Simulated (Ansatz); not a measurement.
# MoS2: pressure series

The parent structure is MoS2 in the 2H-MoS2 type structure (space group P6_3/mmc, No. 194; layered, stacked along the Cartesian z axis).

```
CELL_PARAMETERS angstrom
      3.17320     0.00000     0.00000
     -1.58660     2.74807     0.00000
      0.00000     0.00000    12.43700
ATOMIC_POSITIONS crystal
  Mo 0.33333 0.66667 0.25000
  Mo 0.66667 0.33333 0.75000
  S  0.33333 0.66667 0.62490
  S  0.66667 0.33333 0.12490
  S  0.66667 0.33333 0.37510
  S  0.33333 0.66667 0.87510
```

Cell and atoms are relaxed at each pressure.

Level of theory: r2SCAN+rVV10/PAW in Ansatz (a program for electronic structure), no spin-orbit coupling, earlier PAW set.

For the base:

```
Property    Value
--------  -------
Band gap  1.01 eV
```

**Question.** The aim is a band gap between 0.31 eV and 0.36 eV. Which of these changes reaches it?
(A) pressure 0.9 GPa
(B) pressure 2.1 GPa
(C) pressure 15 GPa

**Answer.** C, pressure 15 GPa. It gives 0.35 eV; pressure 2.1 GPa gives 0.85 eV; pressure 0.9 GPa gives 0.93 eV. Changes not listed may reach it too

Load acts through the strain it causes; cell and atoms are relaxed under it. Whether these cells are dynamically stable was not tested. No other phases were tried under pressure.
